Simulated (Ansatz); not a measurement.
Consider the following.

```
PbF2
1.0
    0.00000     2.94934     2.87560
    2.94934     0.00000     2.87560
    2.94934     2.94934     0.00000
Pb F
1 2
Direct
  0.00000   0.00000   0.00000
  0.25000   0.25000   0.25000
  0.75000   0.75000   0.75000
```

No spin polarisation.

Method: plane-wave PAW DFT at the PBEsol level (Ansatz, a first-principles code, 420 eV), spin-orbit coupling left out. Γ-centred 10×10×10 mesh, Fermi–Dirac width 0.05 eV.

Task: Estimate the gap character.

Result: Indirect, P → M.

Task: What space group does the calculation give?

Result: I4/mmm (No. 139).

Task: What stress (xx, yy, zz, yz, xz, xy; compression positive) does the calculation give?

Result: (1.58, 1.58, 2.92, 0.00, 0.00, 0.00) GPa.

With Pb present, leaving out spin-orbit coupling can change the band edges. The cells carry an imposed strain or load. Stability against distortions was not tested. The cell was made from PbF$_{2}$ in the fluorite structure (space group Fm-3m, No. 225) by this change: uniaxial strain ε_zz = −2.50 %.
